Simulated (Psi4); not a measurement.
Psi4 1.11, BP86/def2-svp: Nb(NH2)5 ([NH2][Nb]([NH2])([NH2])([NH2])[NH2]), 16 atoms. The geometry is a generated start, not checked to be a minimum at this level.

```json
{
 "task": "energy",
 "method": "bp86",
 "basis": "def2-svp",
 "memory": "3 GB",
 "maxiter": "100",
 "keys_of_the_molecule_block": "symmetry c1",
 "scf_type": "df (default)",
 "guess": "auto, which took SAD (default)",
 "scf_initial_accelerator": "adiis (default)",
 "e_convergence": "1e-06 (default)",
 "d_convergence": "1e-06 (default)",
 "dft_radial_points": "75 (default)",
 "dft_spherical_points": "302 (default)",
 "effective_core_potentials": "those of the basis set, past Kr",
 "basis_functions": "151",
 "grid_points": "343119"
}
```

```xyz
16

Nb     0.0040     0.0762     0.0033
N      1.5197    -0.2877     1.2503
H      1.6710     0.2376     2.1123
H      2.1374    -1.0998     1.2961
N     -1.5368    -0.0997    -1.2554
H     -1.6286     0.4526    -2.1087
H     -2.2403    -0.8349    -1.3159
N      0.0841     2.0658     0.0631
H      0.8800     2.6375    -0.2061
H     -0.6689     2.6868     0.3542
N      1.1722    -0.7636    -1.3996
H      0.8676    -1.2170    -2.2589
H      2.1699    -0.9390    -1.2966
N     -1.2312    -0.7653     1.3469
H     -0.9637    -1.2739     2.1876
H     -2.2366    -0.8757     1.2273
```

Charge 0 and multiplicity 1 are set for this test and not shown to be the ground state.

One run each on 2 threads. Values of diis_max_vecs tried: 3, 6, 10 (default), 20.

Q: How does the count of SCF iterations change with diis_max_vecs, and where is it least?

A: Fewest SCF iterations, within one of each other: 10 (default) with 12, 20 with 12. The count rises to 32 at 3. All converge to one solution.

| diis_max_vecs | SCF iterations | end |
|---|---|---|
| 3 | 32 | same solution |
| 6 | 14 | same solution |
| 10 (default) | 12 | same solution |
| 20 | 12 | same solution |
